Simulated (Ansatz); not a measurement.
**Ta, pressure series**

The reference is Ta in the bcc (W type) structure (space group Im-3m, No. 229; a = 3.282 Å).

Cell and atoms are relaxed at each pressure.

Calculations: PBEsol/PAW in Ansatz (an electronic-structure program), spin-orbit coupling left out, earlier PAW set.

| P (GPa) | V (Å³/atom) |
|---|---|
| -2.02 | 17.850 |
| -1.02 | 17.762 |
| 0.89 | 17.601 |
| 2.10 | 17.501 |
| 4.50 | 17.312 |
| 9.00 | 16.981 |
| 14.99 | 16.581 |
| 22.52 | 16.131 |
| 29.99 | 15.730 |

Problem. Fit a third-order Birch–Murnaghan equation of state.

Solution. Least squares on P(V) = (3B₀/2)[(V₀/V)^(7/3) − (V₀/V)^(5/3)]·[1 + (3/4)(B₀′ − 4)((V₀/V)^(2/3) − 1)] gives V₀ = 17.67 Å³/atom, B₀ = 210 GPa and B₀′ = 3.5.

Measured bulk modulus of Ta: 198 GPa (static lattice; corrected from measurement; as listed in H. Levämäki et al., Physical Review B (2014)); the computed value is 6 % above it.

Load acts through the strain it causes; cell and atoms are relaxed under it. No phonon test of stability was made. No other phases were tried under pressure. All final runs are without spin polarisation.
